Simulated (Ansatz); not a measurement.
The cell is made up: elements placed on another compound's structure type, so the phase may be hypothetical.

By PBEsol, the system below comes out a metal.

Without scattering a metal conducts by its projected Fermi surface.

Here is the system:

```
CELL_PARAMETERS angstrom
      5.37648     0.00000     0.00000
     -2.68824     4.65617     0.00000
      2.68824     1.55206     2.19494
ATOMIC_POSITIONS crystal
  Os 0.00000 0.00000 0.00000
  N  0.50000 0.50000 0.50000
  N  0.50000 0.00000 0.50000
  N  0.00000 0.00000 0.50000
```

Space group of this cell: Pm-3m, ReO3 type. The cell was relaxed by PBE-D3(BJ); by PBEsol its mean pressure is -2.6 GPa.

The current flows along the normal of the first two printed cell vectors. No spin-orbit coupling; the value is a mean over 0.1 eV about the Fermi level.

Problem. Predict the ballistic conductance per area from PBEsol (Ansatz, a program for electronic structure).

Solution. 1.1 × 10¹⁵ S/m² for both spins.
